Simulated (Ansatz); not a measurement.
The starting structures come from a database of crystals and need not be the phases stable at ambient conditions.

 Where the default PAW files enter, the runs use the earlier of Ansatz's two default sets.

# Evanescent states of CdSnF6 (R-3, not sure to be the ambient phase, 8 atoms a cell, 14.8 Å³ an atom) along the normal of (101)

These are PBEsol (plane waves, PAW; Ansatz, a program for electronic structure) values and carry that method's errors.

No gap correction and no spin-orbit coupling; mid-gap values are interpolated between computed energies.

Energies count from the valence-band top; κ is the least over a 6×6 mesh across the current.

| E (eV) | κ (1/Å) | where |
|---|---|---|
| 0.10 | 0.217 | off Γ |
| 0.28 | 0.335 | off Γ |
| 0.47 | 0.387 | off Γ |
| 0.67 | 0.417 | off Γ |
| 0.85 | 0.438 | off Γ |
| 1.04 | 0.453 | Γ |
| 1.24 | 0.449 | Γ |
| 1.43 | 0.445 | Γ |
| 1.61 | 0.439 | Γ |
| 1.80 | 0.432 | Γ |
| 2.00 | 0.422 | Γ |
| 2.19 | 0.411 | Γ |
| 2.38 | 0.397 | Γ |
| 2.56 | 0.380 | Γ |
| 2.75 | 0.360 | Γ |
| 2.94 | 0.337 | Γ |
| 3.13 | 0.309 | Γ |
| 3.33 | 0.275 | Γ |
| 3.52 | 0.232 | Γ |
| 3.71 | 0.174 | Γ |
| 3.90 | 0.072 | Γ |

How thick must the barrier be to attenuate the transmission by 10^8 when the electrodes' Fermi level lies at 3.71 eV, and what attenuation does that film give at 2.75 eV?

d = 8 ln 10 / (2 × 0.174) = 52.9 Å. At 2.75 eV it gives 8 × 0.360/0.174 = 16.6 decades.
